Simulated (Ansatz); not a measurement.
# Li2FeGeTe4 (space group I-42m, No. 121; ferromagnetic; a hypothetical phase, not in the database extracts checked)

Space group I-42m (No. 121); a = b = 5.9637 Å, c = 12.8044 Å, α = β = γ = 90.00°

```tsv
atom	site	symmetry	x	y	z
Li	4d	-4..	0.0000	0.5000	0.2500
Fe	2a	-42m	0.0000	0.0000	0.0000
Te	8i	..m	0.2572	0.2572	0.3818
Ge	2b	-42m	0.0000	0.0000	0.5000
```
(The calculation used a cell of 8 atoms; values per cell refer to that cell.)

The values are results of Ansatz (an electronic-structure program) PBEsol, no SOC, not measurements. Settings: 11×11×11 k-points, 0.05 eV Fermi–Dirac smearing.

```json
{
  "volume_per_atom": "28.46 Å³",
  "density": "4.76 g/cm³",
  "band_gap": "zero",
  "magnetic_state": "ferromagnetic",
  "total_energy": "-4589.579 eV/atom (σ→0; compares only within this code and set-up)"
}
```

Other magnetic orders, which the real material may have, were not ruled out. With Te present, leaving out spin-orbit coupling can change the band edges. Stability against distortions was not tested.
